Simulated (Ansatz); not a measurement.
```
CELL_PARAMETERS angstrom
      3.27397     0.00000     0.00000
     -1.63698     2.83534     0.00000
      0.00000     0.00000     3.82274
ATOMIC_POSITIONS crystal
  Y  0.00000 0.00000 0.00000
  B  0.33333 0.66667 0.50000
  B  0.66667 0.33333 0.50000
```

YB$_{2}$ (P6/mmm), PBEsol, DFPT electron-phonon coupling, linearised Boltzmann equation (plane waves, PAW, scalar-relativistic; Ansatz, a first-principles code): the phonon-limited resistivity at 300 K is 12.0 μΩ·cm (x, the basal plane), 12.0 μΩ·cm (y, the basal plane), 14.6 μΩ·cm (z, c). Third figures are kept for the arithmetic.

Problem. Bound the resistivity of a random, dense polycrystal without boundary scattering, and give the anisotropy.

Solution. Largest over smallest: 1.22. Upper bound, grains in series: (12.0 + 12.0 + 14.6)/3 = 12.9 μΩ·cm. Lower bound, grains side by side: 3/Σ(1/ρ) = 12.8 μΩ·cm. The best single-crystal direction lies 6 % under the lower bound.

Problem. The current-weighted mean free path is 9.70 nm along x and 11.0 nm along z. How does ρ₀ℓ differ between these directions?

Solution. x: 12.0 × 9.70 = 11.6×10⁻¹⁶ Ω·m²; z: 14.6 × 11.0 = 16.1×10⁻¹⁶ Ω·m², a ratio of 1.38. The size effect in a wire also hangs on the velocities towards its walls, so the isotropic formulas don't carry over to this crystal.

A metal at this level (no band gap). Only scattering by harmonic phonons is included (no impurities, grain boundaries, electron-electron scattering or thermal expansion). Spin-orbit coupling is left out. The run warned that the eigensolver left some states short of its tolerance. Halving the electron mesh (28x28x24) moves the resistivity by up to 3 % at 300 K, the mean free path by up to 6 %. Smearing 0.20 eV; phonons on a 5x5x4 q mesh, which this run doesn't test.
